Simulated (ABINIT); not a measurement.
Input and output of a self-consistent single point for Rb (Im-3m, 1 atom in the cell) (ABINIT).

Computed with LDA (PW92), PAW (JTH v2.0 LDA PAW) (plane waves; ABINIT 10.0.3).

```yaml
crystal:
  lattice:
    - [-2.83347, 2.83347, 2.83347]
    - [2.83347, -2.83347, 2.83347]
    - [2.83347, 2.83347, -2.83347]
  atoms:
    - { symbol: Rb, position: [0.00000, 0.00000, 0.00000] }
```

Reference input (self-consistent single point, DFT, LDA (PW92), plane waves, PAW (JTH v2.0 LDA PAW)): pseudos = [Rb.LDA_PW-JTH.xml]; ecut = 20 Ha; pawecutdg = 40 Ha; ixc = 7; occopt = 3; tsmear = 0.00367493 Ha; ngkpt = 5 5 5; nshiftk = 1; shiftk = 0 0 0; potentials = JTH v2.0 LDA PAW; nband = 10; kptopt = 1. This run's input differs from it in these lines:

```diff
@@ -20,3 +20,3 @@
 kptopt 1
-ngkpt 5 5 5
+ngkpt 13 13 13
 nshiftk 1
```

Output (repeated stretches shortened):

```
--- !BeginCycle
solver: {iscf: 17, nstep: 50, nline: 4, wfoptalg: 10, }
tolerances: {tolvrs: 1.00E-12, }
...

     iter   Etot(hartree)      deltaE(h)  residm     nres2
 ETOT  1  -24.464471545907    -2.446E+01 4.497E-02 9.133E-02
 ETOT  2  -24.489671884392    -2.520E-02 6.782E-03 7.037E-02
 ETOT  3  -24.489473979441     1.979E-04 4.878E-04 2.259E-02
 ETOT  4  -24.489409581924     6.440E-05 1.740E-04 2.237E-03
 ETOT  5  -24.489414999658    -5.418E-06 1.351E-04 8.785E-04
   [... 5 lines left out ...]
 ETOT 11  -24.489410752723     5.482E-12 5.649E-05 2.616E-10
 ETOT 12  -24.489410752722     7.319E-13 9.094E-05 5.066E-12
 ETOT 13  -24.489410752722    -2.309E-13 2.572E-05 2.141E-12
 ETOT 14  -24.489410752722     2.451E-13 3.945E-05 1.797E-13
 At SCF step   14       nres2   =  1.80E-13 < tolvrs=  1.00E-12 =>converged.

 Cartesian components of stress tensor (hartree/bohr^3)
  sigma(1 1)=  1.40400106E-05  sigma(3 2)=  0.00000000E+00
  sigma(2 2)=  1.40400106E-05  sigma(3 1)=  0.00000000E+00
  sigma(3 3)=  1.40400106E-05  sigma(2 1)=  0.00000000E+00

 ----iterations are completed or convergence reached----

 reduced coordinates (array xred) for    1 atoms
       0.000000000000      0.000000000000      0.000000000000
 cartesian forces (eV/Angstrom) at end:
    1     -0.00000000000000    -0.00000000000000    -0.00000000000000
 frms,max,avg= 0.0000000E+00 0.0000000E+00   0.000E+00  0.000E+00  0.000E+00 e/A
 length scales=  9.274251767336  9.274251767336  9.274251767336 bohr
              =  4.907722662000  4.907722662000  4.907722662000 angstroms
   [... lines left out ...]
 Fermi (or HOMO) energy (hartree) =  -0.01608   Average Vxc (hartree)=  -0.21149
 Fermi (or HOMO) energy (eV) =  -0.43747   Average Vxc (eV)=  -5.75500
   [... lines left out ...]
'-kT*entropy'       : -1.09191992835980E-03
total_energy        : -2.44894111104529E+01
total_energy_eV     : -6.66390766231881E+02
...

-Cartesian components of stress tensor (GPa)         [Pressure= -4.1307E-01 GPa]
- sigma(1 1)=  4.13071304E-01  sigma(3 2)=  0.00000000E+00
- sigma(2 2)=  4.13071304E-01  sigma(3 1)=  0.00000000E+00
- sigma(3 3)=  4.13071304E-01  sigma(2 1)=  0.00000000E+00

 Calculation completed.
```

The run converged in 14 iterations. 

The starting cell has typed, rounded lattice constants, without a prior relaxation at this level. Its lattice was rescaled by up to half a per cent.

These are the values that this program gave, and no reference: the one-centre exchange-correlation terms come from a truncated expansion.

Cost on one core of a shared machine: roughly 40 s.
